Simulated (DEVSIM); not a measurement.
Structure: Si n-i-p diode, at 300 K.

Layer 1 from the left is Si, thickness (μm) 0.950, Nd (cm⁻³) 3.1e18, τn (s) 7.3e-6, τp (s) 7.3e-6. Layer 2 from the left is Si, thickness (μm) 26.0, Na (cm⁻³) 1.3e12, τn (s) 7.3e-6, τp (s) 7.3e-6. Layer 3 from the left is Si, thickness (μm) 3.30, Na (cm⁻³) 1.1e19, τn (s) 7.3e-6, τp (s) 7.3e-6.

Left contact: ohmic. Right contact: ohmic. Voltage is applied to the left contact. Recombination: SRH at mid-gap. Gap narrowing is on: ΔEg = 6.92 meV × (l + √(l² + 0.5)), l = ln(N/1.3e17 cm⁻³), shared equally by both band edges. Mobility is μmin + (μ − μmin)/(1 + (N/Nref)^α).

The device is made up for the run: typed textbook-type constants, with dimensions and the other settings drawn at random. Values at 300 K.

Si: gap (eV) 1.124, affinity (eV) 4.05, permittivity 11.7, Nc (cm⁻³) 2.86e19, Nv (cm⁻³) 3.1e19, μn (cm²/Vs) 1417, μp (cm²/Vs) 470, μn,min 52, μp,min 45, Nref,n 9.7e16, Nref,p 2.2e17, αn 0.68, αp 0.72.

Model (solved in DEVSIM): 1D drift-diffusion, Boltzmann statistics, complete ionisation; no tunnelling, impact ionisation, image-force lowering or self-heating.

Question: What does the simulation give for the potential step across the device at zero bias, the dark forward voltage at 100 A/cm²?

Answer: potential step across the device at zero bias 0.987 V; dark forward voltage at 100 A/cm² 0.849 V.
